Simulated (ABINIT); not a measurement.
## Pressure against volume in rock-salt SrO (space group 225) (ABINIT, PBEsol)

```
CELL_PARAMETERS angstrom
      0.00000     2.50509     2.50509
      2.50509     0.00000     2.50509
      2.50509     2.50509     0.00000
ATOMIC_POSITIONS crystal
  Sr 0.00000 0.00000 0.00000
  O  0.50000 0.50000 0.50000
```

Computed with PBEsol, norm-conserving pseudopotentials (PseudoDojo nc-sr-04 PBEsol standard) (plane waves; ABINIT). Settings: pseudos = [Sr.upf, O.upf]; ecut = 55 Ha; occopt = 3; tsmear = 0.01 eV; ngkpt = 11 11 11; nshiftk = 1; shiftk = 0 0 0; potentials = PseudoDojo nc-sr-04 PBEsol standard; nband = 13; kptopt = 1; nstep = 60; tolvrs = 1e-12. The cell above is the first row's. The rows scale it uniformly. In all rows fractional positions and the k mesh are held.

```csv
V (Å^3/atom),P (GPa)
15.721,7.02
16.062,4.46
16.404,2.17
16.746,0.12
17.088,-1.70
17.429,-3.33
17.771,-4.79
18.113,-6.09
18.455,?
```

Taking a cubic for P over the 8 complete rows: With u = V - 16.9, the rows have u = -1.1790, -0.8380, -0.4960, -0.1540, 0.1880, 0.5290, 0.8710, 1.2130. Least squares gives P = -0.727 - 5.3681·u + 0.9008·u² - 0.1003·u³. Residuals (row less fit): 0.001, -0.003, 0.001, -0.001, 0.005, -0.001, -0.004, 0.002; standard error 0.004 (degrees of freedom: 4). The fitted pressure is zero at V0 = 16.77, where dP/dV = -5.612, so B0 = -V0·dP/dV = 94.1 GPa.

**Question.** Estimate the missing P (V = 18.455); what did the run itself give?

**Answer.** u = 1.5550, so P = -0.727 - 5.3681 × 1.5550 + 0.9008 × 1.5550² - 0.1003 × 1.5550³ = -7.273 GPa. The calculation gives -7.26 GPa, 0.013 GPa above the prediction (0.1 % of the range of P in the table). The row lies outside the fitted rows, so this is an extrapolation. From the scatter of the fitted rows alone, a prediction at this place has a standard error of 0.011 GPa, so the miss is 1.2 times that.

Carrying the step between the two nearest rows on in a straight line would have given -7.39, off by 0.13; series whose last step already gives the withheld value aren't shown. The scan was laid around a cell of about the measured size, scaled by a guess for this functional. The runs keep the symmetry of the cell, so they don't test it for distortions. Cutoffs and mesh are single choices, not tested for convergence of this quantity. Series with a scatter that would blur these digits, or in which a gap closes, are not shown.
